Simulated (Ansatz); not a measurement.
A self-consistent single point of IrPd3 (Pm-3n, 8 atoms in the cell) with Ansatz (a first-principles code).

Method of the run: revPBE, default PAW files made with PBE (plane waves; Ansatz).

```
CELL_PARAMETERS angstrom
      4.78954     0.00000     0.00000
      0.00000     4.78954     0.00000
      0.00000     0.00000     4.78954
ATOMIC_POSITIONS crystal
  Pd 0.25000 0.00000 0.50000
  Pd 0.75000 0.00000 0.50000
  Pd 0.00000 0.50000 0.25000
  Pd 0.00000 0.50000 0.75000
  Pd 0.50000 0.25000 0.00000
  Pd 0.50000 0.75000 0.00000
  Ir 0.00000 0.00000 0.00000
  Ir 0.50000 0.50000 0.50000
```

Reference input (self-consistent single point, DFT, revPBE, plane waves, default PAW files made with PBE): basis.ecutwfc = 420 eV; kpoints.mp_grid.grid = 9 9 9; hamiltonian.xc = revpbe; hamiltonian.pseudopotentials = {kind: paw} (the program's default PAW files); scf.occupations.method = methfessel_paxton; scf.occupations.width = 0.2 eV. This run's input differs from it in these lines:

Ansatz 0.2 input:
```diff
@@ -15,3 +15,3 @@
 basis:
-  ecutwfc: 420.0
+  ecutwfc: 210.0
 kpoints:
```

The program printed (abridged):

```
SCF iter   1: F=—  HF=-65695.535440 eV  |F-HF|=—  |Δ(HF+E_count)|=         —  Δρ=1.40e-1  dr2=1.05e1  ethr=1.77e-3  ⟨swp⟩=5.0  Hψ=9623  notcnv=0  defer=3
all-band conjugate gradients solve this SCF's bands
preconditioner: auto → Kerker (q_TF=auto, 2.847 Å⁻¹)
SCF iter   2: F=—  HF=-65691.725339 eV  |F-HF|=—  |Δ(HF+E_count)|=    3.81e0  S|Δr|=    0.00e0  Δρ=6.40e-2  dr2=1.68e0  ethr=1.77e-3  ⟨swp⟩=2.0  Hψ=6005  notcnv=0  defer=220
   [... lines left out ...]
SCF iter   8: F=—  HF=-65691.113043 eV  |F-HF|=—  |Δ(HF+E_count)|=   4.23e-7  S|Δr|=    0.00e0  Δρ=3.93e-5  dr2=7.51e-7  ethr=2.86e-9  ⟨swp⟩=1.0  Hψ=2778  notcnv=0  defer=220
SCF iter   9: F=—  HF=-65691.113043 eV  |F-HF|=—  |Δ(HF+E_count)|=   1.43e-7  S|Δr|=    0.00e0  Δρ=1.50e-5  dr2=1.05e-7  ethr=5.29e-10  ⟨swp⟩=1.0  Hψ=2778  notcnv=0  defer=220
SCF iter  10: F=-65691.113043 eV  HF=-65691.113043 eV  |F-HF|=2.33e-10  |Δ(HF+E_count)|=   1.18e-8  S|Δr|=    0.00e0  Δρ=1.66e-6  dr2=1.26e-9  ethr=7.04e-11  ⟨swp⟩=8.1  Hψ=9976  notcnv=0
SCF 1 converged in 10 iterations: F = -65691.113043 eV  dr2 = 1.26e-9
Stability not checked (fill_not_monotonic)
Free energy (F): -65691.113043 eV
Internal energy: -65691.095590 eV  (E = F + TS)
E sigma→0 (E₀):  -65691.108680 eV
Entropy (-TS):   -0.017453 eV (-2.182 meV/atom)
Fermi energy:    23.032171 eV
--- Forces (eV/Å), atoms counted from 1 ---
  atom   1  Pd     0.00000000    -0.00000000     0.00000000
   [... zero for the other atoms too ...]
--- Stress (GPa, compression-positive) ---
       30.636778       0.000000       0.000000
        0.000000      30.636778       0.000000
        0.000000       0.000000      30.636778
  P = ⅓ Tr σ = 30.6368 GPa (306.368 kbar)
  The stress holds the Pulay correction. Without it, at fixed plane waves, as pw.x and ABINIT print it: P = -425.6874 GPa
```

The run converged in 10 iterations. Against the reference run the free energy rises by 8.10 eV/atom and the pressure goes from 35.45 to 30.64 GPa.

The starting cell was generated: these elements placed on a structure prototype, without a prior relaxation; it need not be a known phase or ordering of this composition. Spin polarisation is off. Ansatz's pressure includes its estimate of the finite-basis (Pulay) stress. Without the estimate this run gives -425.69 GPa. The cutoff lies below the one recommended for these files.
